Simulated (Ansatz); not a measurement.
## A computed series for YN: response to strain

The parent structure is YN in the rock salt structure (space group Fm-3m, No. 225).

```
YN
1.0
    0.00000     2.44784     2.44784
    2.44784     0.00000     2.44784
    2.44784     2.44784     0.00000
N Y
1 1
Direct
  0.00000   0.00000   0.00000
  0.50000   0.50000   0.50000
```

Cartesian axes are those of the cell as printed.

Strains are applied to the cell and any free atomic positions relax; under stress the whole cell relaxes.

Computed with r2SCAN (Ansatz, a program for electronic structure), no spin-orbit coupling.

Candidates:
(a) isotropic strain −0.54 %
(b) uniaxial stress, 0.5 GPa tension along x
(c) uniaxial stress, 8 GPa tension along x

Notes on the quantities. energy relative to the base: free energy F.

Order them by energy relative to the base, lowest first.

(b) uniaxial stress, 0.5 GPa tension along x (0.0 meV/atom), (a) isotropic strain −0.54 % (+2.1 meV/atom), (c) uniaxial stress, 8 GPa tension along x (+12 meV/atom)

Beyond what the load breaks, stability against distortions was not tested.
